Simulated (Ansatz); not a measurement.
Response to strain in Ir

The parent structure is Ir in the fcc (Cu type) structure (space group Fm-3m, No. 225; relaxed with 0.1 eV smearing).

```
Ir
1.0
    0.00000     1.90592     1.90592
    1.90592     0.00000     1.90592
    1.90592     1.90592     0.00000
Ir
1
Direct
  0.00000   0.00000   0.00000
```

Cartesian axes are those of the cell as printed.

Strains are applied to the cell and any free atomic positions relax.

Level of theory: LDA (Ansatz, a quantum-chemistry and plane-wave program; PAW; 420 eV plane waves; no spin-orbit coupling).

Notes on the quantities. energy relative to the base: free energy F; pressure: mean of the normal stresses, compression positive.

```json
[
 {"variant": "base", "energy relative to the base": "0 meV/atom", "pressure": "0.0 GPa", "shortest interatomic distance": "2.695 Å"},
 {"variant": "uniaxial strain ε_zz = −3.00 %", "energy relative to the base": "+28 meV/atom", "pressure": "13.5 GPa", "shortest interatomic distance": "2.655 Å"},
 {"variant": "uniaxial strain ε_zz = −2.50 %", "energy relative to the base": "+19 meV/atom", "pressure": "11.1 GPa", "shortest interatomic distance": "2.662 Å"},
 {"variant": "uniaxial strain ε_zz = −2.00 %", "energy relative to the base": "+12 meV/atom", "pressure": "8.7 GPa", "shortest interatomic distance": "2.669 Å"},
 {"variant": "uniaxial strain ε_zz = −1.50 %", "energy relative to the base": "+6.7 meV/atom", "pressure": "6.4 GPa", "shortest interatomic distance": "2.675 Å"},
 {"variant": "uniaxial strain ε_zz = −1.00 %", "energy relative to the base": "+3.0 meV/atom", "pressure": "4.2 GPa", "shortest interatomic distance": "2.682 Å"},
 {"variant": "uniaxial strain ε_zz = −0.50 %", "energy relative to the base": "+0.7 meV/atom", "pressure": "2.1 GPa", "shortest interatomic distance": "2.689 Å"},
 {"variant": "uniaxial strain ε_zz = +1.50 %", "energy relative to the base": "+6.3 meV/atom", "pressure": "-5.7 GPa", "shortest interatomic distance": "2.695 Å"},
 {"variant": "uniaxial strain ε_zz = +2.00 %", "energy relative to the base": "+11 meV/atom", "pressure": "-7.5 GPa", "shortest interatomic distance": "2.695 Å"},
 {"variant": "uniaxial strain ε_zz = +3.00 %", "energy relative to the base": "___", "pressure": "___", "shortest interatomic distance": "2.695 Å"}
]
```

Task: Fill in the withheld entries from the trend.

Result: 
- uniaxial strain ε_zz = +3.00 %, energy relative to the base: +24 meV/atom
- uniaxial strain ε_zz = +3.00 %, pressure: -10.9 GPa

No phonon test of stability was made. All final runs are without spin polarisation.
